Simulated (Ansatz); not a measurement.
Base system: Li2O in the anti-fluorite structure (space group Fm-3m, No. 225; a = 4.5727 Å). Axes: x, y, z lie along the cube axes.

All numbers come from r2SCAN (Ansatz, a quantum-chemistry and plane-wave program, PAW, scalar-relativistic without spin-orbit coupling).

Base values:

| Quantity | Value |
|---|---|
| Valence-band top at Γ | 0.00, 0.00, 0.00 eV |
| Smallest direct gap | 6.20 eV |
| Band gap | 5.77 eV |

One thing is altered: the cell is stretched by 0.46 % along x with no lateral relaxation; the atoms relax in the strained cell.

Problem. What happens to the valence-band top at Γ, energy relative to the base, smallest direct gap and band gap?

Solution. The valence-band top at Γ (three highest levels, from the VBM) changes from 0.00, 0.00, 0.00 eV to 0.00, 0.00, -0.01 eV; the energy hardly moves; the smallest direct gap falls by 0.04 eV (6.20 eV → 6.16 eV); the band gap drops by 0.02 eV, from 5.77 eV to 5.75 eV.

No phonon test of stability was made.
